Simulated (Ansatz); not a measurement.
The parent structure is CdTe in the zinc blende structure (space group F-43m, No. 216; a = 6.558 Å). Axes: x, y, z lie along the cube axes.

Perturbation: tensor shear ε_xy = +1.19 % (engineering shear γ = 0.0238); the atoms relax in the strained cell.

Computed with Ansatz (an electronic-structure program), r2SCAN, PAW, cutoff 500 eV, no spin-orbit coupling.

Q: Give the band edges at the high-symmetry points of the new zone, measured from its valence-band maximum.

A: 
```csv
point,valence edge (eV),conduction edge (eV)
Γ,0.00,1.10
X,-1.74,2.75
F₂,-1.61,3.05
Σ₀,-1.61,3.05
Y₀,-1.46,3.33
U₀,-1.46,3.33
R,-0.80,2.06
W,-2.15,4.48
S,-0.72,2.22
T,-1.84,2.90
```

The gap is 1.10 eV, direct at Γ.

Spin-orbit coupling, missing from the scalar runs, can matter with Te. Whether these cells are dynamically stable was not tested. k-point labels follow each cell's own Brillouin zone.
